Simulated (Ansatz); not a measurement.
The reference is ZnS in the zinc blende structure (space group F-43m, No. 216; a = 5.3567 Å).

Levels (all Ansatz, a program for electronic structure, PAW): PBEsol (420 eV, scalar-relativistic without spin-orbit coupling); HSE06 (420 eV, no spin-orbit coupling).

Its gap is 2.09 eV with PBEsol and 3.46 eV with HSE06.

It is then changed as follows: a negative pressure, −1 GPa.

With PBEsol the gap becomes 2.03 eV.

### Question
If the HSE06 correction stayed the same, what would the HSE06 gap be, and what does the HSE06 run give?

### Answer
A rigid correction of +1.37 eV gives 3.40 eV. The HSE06 run gives 3.40 eV, so the two effects roughly add.

Single points use the geometry relaxed with PBEsol. Load acts through the strain it causes; cell and atoms are relaxed under it. Whether these cells are dynamically stable was not tested.
